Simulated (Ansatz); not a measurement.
The reference is CaZrF₆ (space group Fm-3m, No. 225; a = 8.511 Å; a cell from a computed database, its experimental status unchecked).

Now apply this change: a negative pressure, −1 GPa.

Levels (all Ansatz, an electronic-structure program, PAW): PBEsol (420 eV, no spin-orbit coupling); PBEsol+SOC (420 eV, spin-orbit coupling included).

The geometry is relaxed with PBEsol.

| Item | Result |
|---|---|
| PBEsol gap character | direct at Γ |
| PBEsol lowest conduction level above the VBM at special points | Γ 6.96 eV; X 7.00 eV; U 7.10 eV; K 7.10 eV |

### Question
Predict the gap character, lowest conduction level above the VBM at special points and valence-band top at Γ from PBEsol+SOC.

### Answer
The gap character stays direct at Γ; the lowest conduction level above the VBM at special points goes from Γ 6.96 eV; X 7.00 eV; U 7.10 eV; K 7.10 eV to Γ 6.92 eV; X 6.98 eV; U 7.08 eV; K 7.08 eV; the valence-band top at Γ (three highest Kramers pairs, from the VBM) comes out as 0.00, 0.00, -0.03 eV.

Single points use the geometry relaxed with PBEsol. The spin-orbit shifts are approximate. Load acts through the strain it causes; cell and atoms are relaxed under it. No phonon test of stability was made.
